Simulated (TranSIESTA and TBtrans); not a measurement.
Run with TranSIESTA and TBtrans (open boundaries, self-consistent; PseudoDojo norm-conserving potentials, scalar-relativistic): PAO.BasisSize DZP, PAO.EnergyShift 0.15 eV, XC.Authors PBE, Mesh.Cutoff 200 Ry, ElectronicTemperature 300 K, TS.Voltage 0.0 eV, TBT.Elecs.Eta 0.001 eV, no spin polarisation.

System: Al chain with one H atom inserted. Leads: straight Al chain, spacing 2.597 Å. Geometry: 3 atoms about the centre moved by SIESTA (PBE, DZP) to a largest force of 0.00 eV/Å, all others as built, motion along the axis alone. Transport runs along z; the first 6 and the last 6 of the 19 atoms are the lead cells, repeated to infinity.

```xyz
19
Lattice="9.000 0.000 0.000 0.000 9.000 0.000 0.000 0.000 47.399" Properties=species:S:1:pos:R:3 pbc="F F T"
Al     4.500     4.500     0.000
Al     4.500     4.500     2.597
Al     4.500     4.500     5.194
Al     4.500     4.500     7.791
Al     4.500     4.500    10.388
Al     4.500     4.500    12.985
Al     4.500     4.500    15.582
Al     4.500     4.500    18.179
Al     4.500     4.500    20.645
H      4.500     4.500    22.401
Al     4.500     4.500    24.157
Al     4.500     4.500    26.623
Al     4.500     4.500    29.220
Al     4.500     4.500    31.817
Al     4.500     4.500    34.414
Al     4.500     4.500    37.011
Al     4.500     4.500    39.608
Al     4.500     4.500    42.205
Al     4.500     4.500    44.802
```

Task: Give the largest eigenchannel transmissions at the Fermi level (four at most) and the total.

Result: 0.80, 0.80, 0.71; total 2.32. The straight chain is held at its spacing; free chains may zigzag or dimerise. No spin-polarised start was tried, so a magnetic state, if there is one, is missed.
